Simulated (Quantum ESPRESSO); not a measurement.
Quantum ESPRESSO run on TiOs (Pm-3m, 2 atoms in the cell): self-consistent single point.

Method: LDA (PZ), GBRV 1.5 ultrasoft (LDA) pseudopotentials (plane waves; Quantum ESPRESSO 7.5).

```
CELL_PARAMETERS angstrom
      3.08463     0.00000     0.00000
      0.00000     3.08463     0.00000
      0.00000     0.00000     3.08463
ATOMIC_POSITIONS crystal
  Ti 0.50000 0.50000 0.50000
  Os 0.00000 0.00000 0.00000
```

Reference input (self-consistent single point, DFT, PBEsol, plane waves, GBRV 1.5 ultrasoft (PBESOL) pseudopotentials): ecutwfc = 50 Ry; ecutrho = 400 Ry; occupations = smearing; smearing = gauss; degauss = 0.0073499 Ry; potentials = {Ti: ti_pbesol_v1.4.uspp.F.UPF, Os: os_pbesol_v1.2.uspp.F.UPF}; K_POINTS = automatic 14 14 14 0 0 0; conv_thr = 1e-10 Ry; mixing_beta = 0.4. This run's input differs from it in these lines:

```diff
@@ -23,4 +23,4 @@
 ATOMIC_SPECIES
-Ti    47.8670  ti_pbesol_v1.4.uspp.F.UPF
-Os   190.2300  os_pbesol_v1.2.uspp.F.UPF
+Ti    47.8670  ti_lda_v1.4.uspp.F.UPF
+Os   190.2300  os_lda_v1.2.uspp.F.UPF
 CELL_PARAMETERS angstrom
```

Log, with long lists cut:

```
     Self-consistent Calculation

     iteration #  1     ecut=    50.00 Ry     beta= 0.40

     negative rho (up, down):  1.780E-01 0.000E+00

     total energy              =    -317.48010727 Ry
     estimated scf accuracy    <       1.89682108 Ry

     iteration #  2     ecut=    50.00 Ry     beta= 0.40

     negative rho (up, down):  1.691E-01 0.000E+00

     total energy              =    -317.86435608 Ry
     estimated scf accuracy    <       2.50168725 Ry

     iteration #  3     ecut=    50.00 Ry     beta= 0.40

     negative rho (up, down):  1.645E-01 0.000E+00

     total energy              =    -318.05366578 Ry
     estimated scf accuracy    <       0.10001472 Ry

   [... 20 blocks of this kind left out ...]

     iteration # 24     ecut=    50.00 Ry     beta= 0.40

     negative rho (up, down):  1.637E-01 0.000E+00

     total energy              =    -318.12642184 Ry
     estimated scf accuracy    <          2.2E-10 Ry

     iteration # 25     ecut=    50.00 Ry     beta= 0.40

     negative rho (up, down):  1.637E-01 0.000E+00
     End of self-consistent calculation

     Number of k-points >= 100: set verbosity='high' to print the bands.

     the Fermi energy is    20.1002 ev

!    total energy              =    -318.12642184 Ry
     estimated scf accuracy    <          8.8E-12 Ry
     smearing contrib. (-TS)   =      -0.00015929 Ry
     internal energy E=F+TS    =    -318.12626255 Ry

     convergence has been achieved in  25 iterations

     negative rho (up, down):  1.637E-01 0.000E+00

     Forces acting on atoms (cartesian axes, Ry/au):

     atom    1 type  1   force =     0.00000000    0.00000000    0.00000000
     atom    2 type  2   force =     0.00000000    0.00000000    0.00000000

     Total force =     0.000000     Total SCF correction =     0.000000

     negative rho (up, down):  1.637E-01 0.000E+00
          total   stress  (Ry/bohr**3)                   (kbar)     P=     -112.28
  -0.00076324   0.00000000   0.00000000         -112.28        0.00        0.00
   0.00000000  -0.00076324   0.00000000            0.00     -112.28        0.00
   0.00000000   0.00000000  -0.00076324            0.00        0.00     -112.28

   JOB DONE.
```

The run converged in 25 iterations. Against the reference run the pressure goes from -5.86 to -11.23 GPa.

The starting cell comes from a database of computed structures (which also holds hypothetical and non-ambient phases and stackings), without a prior relaxation at this level. Spin polarisation is off. With a pressure of about -11 GPa the cell is away from its equilibrium volume at this level.

Cost on one core of a shared machine: roughly 2 min.
